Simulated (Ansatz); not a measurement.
# Be, pressure series

Start from Be in the hcp (Mg type) structure (space group P6_3/mmc, No. 194; a = 2.257 Å, c = 3.553 Å).

Cell and atoms are relaxed at each pressure.

The values are results of DFT with PBEsol, PAW potentials and a 420 eV plane-wave cutoff in Ansatz (an electronic-structure program), scalar-relativistic without spin-orbit coupling, not measurements.

| pressure (GPa) | volume per atom (Å³/atom) |
|---|---|
| -1 | 7.902 |
| 0 | 7.838 |
| 0.9 | 7.781 |
| 2.1 | 7.709 |
| 4.5 | 7.573 |
| 9 | ? |
| 15 | 7.076 |
| 22.5 | 6.791 |
| 30 | 6.547 |

Question: Fit the third-order Birch–Murnaghan form P(V) = (3B₀/2)[(V₀/V)^(7/3) − (V₀/V)^(5/3)]·[1 + (3/4)(B₀′ − 4)((V₀/V)^(2/3) − 1)] (squares taken in P) to the rows shown and predict the withheld row.

Answer: Least squares on the printed values gives V₀ = 7.838 Å³/atom, B₀ = 124 GPa, B₀′ = 3.4; this predicts 7.343 Å³/atom, and the run gives 7.343 Å³/atom, in agreement.

Load acts through the strain it causes; cell and atoms are relaxed under it. Whether these cells are dynamically stable was not tested. No other phases were tried under pressure.
